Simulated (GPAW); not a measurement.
Band structure of Pb (Fm-3m, 1 atom in the cell).

```
CELL_PARAMETERS angstrom
      0.00000     2.52319     2.52319
      2.52319     0.00000     2.52319
      2.52319     2.52319     0.00000
ATOMIC_POSITIONS crystal
  Pb 0.00000 0.00000 0.00000
```

Level of theory: PBE, GPAW PAW datasets PBE (gpaw-data 1.0.1) (plane waves; GPAW 25.7.0).

Settings: mode = pw; ecut = 550 eV; xc = PBE; kpts = 11 11 11; mesh shift (steps) = 0 0 0; occupations.name = fermi-dirac; occupations.width = 0.05 eV; nbands = -9; symmetry.symmorphic = false; symmetry.tolerance = 0.0005; maxiter = 120; bandpath_npoints = 40.

The starting cell comes from a database of computed structures (which also holds hypothetical and non-ambient phases and stackings), without a prior relaxation at this level. Its lattice was rescaled by a random factor within 2.5 % of one. Spin-orbit coupling is off.

Levels in eV from the Fermi level, bands 4 to 11:
```tsv
point	4	5	6	7	8	9	10	11
Γ	-16.93	-16.93	-11.33	6.92	6.92	6.92	9.77	10.69
X	-16.79	-16.79	-6.72	-3.08	1.95	1.95	5.22	6.46
W	-16.89	-16.79	-6.63	-1.29	-1.29	0.28	10.38	11.86
K	-16.87	-16.82	-6.80	-2.15	-1.15	2.81	6.30	10.99
L	-16.82	-16.82	-8.01	-3.95	5.22	5.22	8.99	9.23
U	-16.87	-16.82	-6.80	-2.15	-1.15	2.81	6.30	10.99
```

Bands cross the Fermi level along this path, so the cell is metallic at this level.
